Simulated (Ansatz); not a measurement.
## A computed series for InAs: element substitutions

Base system: InAs in the zinc blende structure (space group F-43m, No. 216; a = 6.087 Å).

Each row replaces one element on all its sites; cell and atoms are relaxed.

Calculations: DFT with PBEsol, PAW potentials and a 420 eV plane-wave cutoff in Ansatz (a first-principles code), scalar-relativistic without spin-orbit coupling.

| case | band gap | shortest interatomic distance |
|---|---|---|
| base | zero | 263.6 pm |
| In → Ga | ___ | ___ |
| In → Cd | zero | ___ |
| As → Ru | zero | 255.9 pm |

Q: Complete the table.

A: 
- In → Ga, band gap: 0.42 eV
- In → Ga, shortest interatomic distance: 245.0 pm
- In → Cd, shortest interatomic distance: 260.3 pm

Stability against distortions was not tested. As relaxed here, CdAs and InRu are hypothetical phases, not in the database extracts checked. All final runs are without spin polarisation. An odd electron count without spin: CdAs and InRu. InRu has a high density of states at the Fermi level and may be magnetic at this level. A zero or small gap of InAs can be the functional's error rather than a property of the material.
